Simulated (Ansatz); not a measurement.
For AlN (model structure, started from the CsCl type, Pm-3m, No. 221, 2 atoms in the cell), PBE-D3(BJ) (plane waves, PAW; Ansatz, an electronic-structure program) gives:

```
Property                   Value
------------------  ------------
lattice constant a       2.588 Å
cohesive energy     4.32 eV/atom
```

What does r²SCAN (Ansatz, plane waves, PAW) give for the same quantities?


- lattice constant a: 2.586 Å (is nearly the same)
- cohesive energy: 3.91 eV/atom (decreases by 0.41 eV/atom)

Changes are worked out from the printed values.

Unless a cell is named, each level is at its own relaxed cell (PBE-D3(BJ) 8.66, r²SCAN 8.65 Å³/atom).

Ansatz's density-functional and Hartree–Fock values are scalar-relativistic unless marked +SOC, with PAW data made under PBE.

A model structure was made by putting elements into a prototype or built by hand; it is no filed structure, need not be a known phase, and can be a saddle point held by its symmetry.
